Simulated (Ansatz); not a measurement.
Base system: CdTe in the zinc blende structure (space group F-43m, No. 216; a = 6.489 Å). Axes: x, y, z lie along the cube axes.

Computed with PBEsol (Ansatz, a first-principles code; PAW; 420 eV plane waves; without spin-orbit coupling).

Base values:

The volume per atom comes out as 34.15 Å³.

Modification: tensile biaxial strain of 1.67 % in the plane normal to [111], as in epitaxy on a mismatched substrate; the out-of-plane cell vector and the atoms relax.

### Question
Estimate the effect on the volume per atom.

### Answer
The volume per atom grows by 0.67 Å³ (34.15 Å³ → 34.82 Å³).

### Question
What happens to the in-plane stress?

### Answer
The mean in-plane stress (compression positive) comes out as -1.2 GPa.

### Question
Estimate the effect on the energy relative to the base.

### Answer
The energy increases by 4.2 meV/atom.

Stability against distortions was not tested.
